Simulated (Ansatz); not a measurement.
The reference is BP (space group P4_2/mnm, No. 136; a = 5.532 Å, c = 3.187 Å; a hypothetical phase, not in the database extracts checked). Axes: x, y, z lie along a, b, c of the conventional cell.

Now apply this change: biaxial strain −0.51 %, plane normal [001], relaxed out of plane (Cartesian); in-plane vectors clamped, the third vector and the atoms free.

Levels (all Ansatz, a first-principles code, PAW): PBEsol (420 eV, spin-orbit coupling left out); r2SCAN (500 eV, without spin-orbit coupling); HSE06 (420 eV, no SOC).

One geometry, relaxed with PBEsol, under each level:

| level | band gap | lowest conduction level above the VBM at special points | pressure |
|---|---|---|---|
| PBEsol | 0.22 eV | Γ 1.08 eV; Z 1.38 eV; R 1.41 eV; A 1.48 eV | 1.34 GPa |
| r2SCAN | 0.47 eV | Γ 1.33 eV; Z 1.67 eV; R 1.68 eV; A 1.77 eV | 2.95 GPa |
| HSE06 | 1.00 eV | Γ 1.91 eV; Z 2.23 eV; R 2.26 eV | – |

Single points use the geometry relaxed with PBEsol. Their cutoffs differ, which shifts pressures a little. HSE06 gaps are upper bounds (no full band path). Stability against distortions was not tested. A zero or small gap of BP can be the functional's error rather than a property of the material.
